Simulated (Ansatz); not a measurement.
Take ZnSe in the zinc blende structure (space group F-43m, No. 216) as the base.

```
ZnSe
1.0
    0.00000     2.81667     2.81667
    2.81667     0.00000     2.81667
    2.81667     2.81667     0.00000
Zn Se
1 1
Cartesian
  0.00000   0.00000   0.00000
  1.40833   1.40833   1.40833
```

The values are results of DFT with PBEsol, PAW potentials and a 420 eV plane-wave cutoff in Ansatz (an electronic-structure program), no SOC, not measurements.

Before the change:

- Valley order = Γ 1.24 eV; L along ⟨111⟩ 2.48 eV; X along ⟨100⟩ 2.80 eV

Perturbation: the cell is scaled by 0.9750 in all directions, atoms relaxed at fixed cell.

### Question
How does this affect the energy relative to the base?

### Answer
The energy rises by 28 meV/atom.

### Question
What does the calculation give for the valley order after the change?

### Answer
The valley order (the lowest conduction-band minima on the path, energy above the VBM, named in the base's zone) changes from Γ 1.24 eV; L along ⟨111⟩ 2.48 eV; X along ⟨100⟩ 2.80 eV to Γ 1.55 eV; L along ⟨111⟩ 2.60 eV; X along ⟨100⟩ 2.61 eV.

The levels and masses belong to the bands next to the band gap. The cells carry an imposed strain or load. Stability against distortions was not tested.
